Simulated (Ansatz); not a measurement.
WSe2: stress against strain

WSe2 (2H layered, P6_3/mmc, 18.695 Å³/atom at rest, c along z) under a strain ε along a direction in the basal plane (axis x), the other axes held. PBEsol-D3(BJ) in Ansatz, a plane-wave DFT program (PAW, default set), 420 eV, 12×12×3 Γ-centred mesh, Fermi-Dirac smearing 0.05 eV; ions are relaxed within the symmetry of each cell. Stress is positive for a compressed cell.

Here s stands for strain and y for stress xx.

```
strain (%)  stress xx (GPa)
----------  ---------------
-1.20                  2.87
-0.60                  1.40
0.00                   0.00
0.60                  -1.32
1.20                  -2.58
3.00                      ?
```

Taking a straight line for y over the 5 complete rows: Means: s 0, y 0.074. About the means, the sum of products is -8.1720 and the sum of squares of s is 3.6000; the slope is their ratio. Least squares gives y = 0.074 - 2.2700·s. Residuals (row less fit): 0.072, -0.036, -0.074, -0.032, 0.070; standard error 0.077 (degrees of freedom: 3). The slope gives the elastic constant C11 = 227 ± 4 GPa.

Problem. Predict the withheld y at s = 3.00 from the fit, and compare with the calculation.

Solution. y = 0.074 - 2.2700 × 3.0 = -6.736 GPa. The calculation gives -5.97 GPa, 0.766 GPa above the prediction (8.7 % of the range of y in the table). The row lies outside the fitted rows, so this is an extrapolation. From the scatter of the fitted rows alone, a prediction at this place has a standard error of 0.148 GPa, so the miss is 5.2 times that.

One order more, fitted to all 11 runs of the series, follows each within 0.02, so the miss is the next term of a smooth law. Rows are the converged runs of the series near zero and its far end; series whose fitted rows scatter by over a few per cent of the range, as at a crossing or softening among them, aren't shown in this form. Most that stay on the fit to the last digits aren't either.
